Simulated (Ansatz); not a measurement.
Results of HSE06 (Ansatz, a first-principles code, PAW) for SiO₂ (P4₁2₁2, No. 92).

Run with plane-wave cutoff 460 eV, 4×4×4 k mesh, Fermi–Dirac smearing 0.01 eV, scalar-relativistic PAW data made under PBE.

Computed at the level's own relaxed cell.

Question: Estimate the band gap, equilibrium lattice constant a and lattice parameter c that the calculation returns.

Answer: 
* **band gap**: 7.40 eV (on the SCF k mesh) (direct)
* **equilibrium lattice constant a**: 5.064 Å
* **lattice parameter c**: 7.078 Å

Note: the volume lies 6 % above that of the published cell.
